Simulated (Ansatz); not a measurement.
For GaAs (model structure, from the rocksalt type, Fm-3m, No. 225), PBE-D3(BJ) in Ansatz (plane waves, PAW) gives:

equilibrium lattice constant a: 5.314 Å
cohesive energy: 3.20 eV/atom

Problem. What does r²SCAN (PAW; Ansatz, a program for electronic structure) give for the same quantities?

Solution. 
- lattice constant a: 5.328 Å (rises by 0.3 %)
- cohesive energy: 2.89 eV/atom (decreases by 0.31 eV/atom)

Changes are worked out from the printed values.

Unless a cell is named, each level is at its own relaxed cell (PBE-D3(BJ) 18.76, r²SCAN 18.91 Å³/atom).

Ansatz's density-functional and Hartree–Fock values are scalar-relativistic unless marked +SOC, with PAW data made under PBE.

A model structure was made by putting elements into a prototype or built by hand; it is no filed structure, need not be a known phase, and can be a saddle point held by its symmetry.
